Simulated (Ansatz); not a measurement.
Start from BC₅ (space group I-4m2, No. 119; a cell from a computed database, its experimental status unchecked).

```
BC5
1.0
   -1.25664     1.25664     5.70569
    1.25664    -1.25664     5.70569
    1.25664     1.25664    -5.70569
B C
1 5
Direct
  0.75000   0.25000   0.50000
  0.84387   0.84387   0.00000
  0.15613   0.15613   0.00000
  0.50000   0.50000   0.00000
  0.41998   0.91998   0.50000
  0.08002   0.58002   0.50000
```

The values are results of PBE (Ansatz, an electronic-structure program; PAW; 420 eV plane waves; no spin-orbit coupling), not measurements.

One change was made to it. Results:

The volume per atom decreases by 0.15 Å³, from 6.01 Å³ to 5.86 Å³; the c/a ratio rises by 0.0041 (4.540 → 4.545).

**Question.** What was done to the base?
A) pressure −2 GPa
B) pressure 0.3 GPa
C) pressure 10 GPa

**Answer.** C, pressure 10 GPa. For comparison, the volume per atom in the other runs: pressure −2 GPa gives 6.04 Å³; pressure 0.3 GPa gives 6.00 Å³.

Load acts through the strain it causes; cell and atoms are relaxed under it. Whether these cells are dynamically stable was not tested. Competing high-pressure phases were not computed. All final runs are without spin polarisation. An odd electron count without spin: BC5.
